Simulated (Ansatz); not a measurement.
The starting structures come from a database of crystals and need not be the phases stable at ambient conditions.

Inside the gap of an insulator the Bloch states are evanescent, with a wavenumber k + iκ along the transport direction.

Consider the following.

```
CdSr2WO6
1.0
    5.73054     0.00000     0.00000
    0.00000     5.86024     0.00000
    0.00008     0.00000     8.13826
Sr Cd W O
4 2 2 12
Direct
  0.49040   0.95553   0.24842
  0.50960   0.04447   0.75158
  0.00960   0.45553   0.25158
  0.99040   0.54447   0.74842
  0.00000   0.00000   0.50000
  0.50000   0.50000   0.00000
  0.50000   0.50000   0.50000
  0.00000   0.00000   0.00000
  0.31730   0.23155   0.45226
  0.68270   0.76845   0.54774
  0.18270   0.73155   0.04774
  0.81730   0.26845   0.95226
  0.22919   0.68669   0.46085
  0.77081   0.31331   0.53915
  0.27081   0.18669   0.03915
  0.72919   0.81331   0.96085
  0.91733   0.02756   0.22822
  0.08267   0.97244   0.77178
  0.58267   0.52756   0.27178
  0.41733   0.47244   0.72822
```

Space group of this cell: P2_1/c. The cell is taken as given; by PBEsol its mean pressure is -1.6 GPa.

Transport runs along the normal of the first two printed cell vectors.

No gap correction and no spin-orbit coupling; mid-gap values are interpolated between computed energies.

**Question.** Give the band gap and the smallest decay constant κ at mid-gap that PBEsol in Ansatz (a quantum-chemistry and plane-wave program) yields.

**Answer.** Gap 3.19 eV on a 6×6×4 mesh; κ = 0.327 1/Å, at (0.500, 0.000) of the in-plane reciprocal vectors. At the zone centre, at the nearest computed energy, the slowest state has κ = 0.40 1/Å.
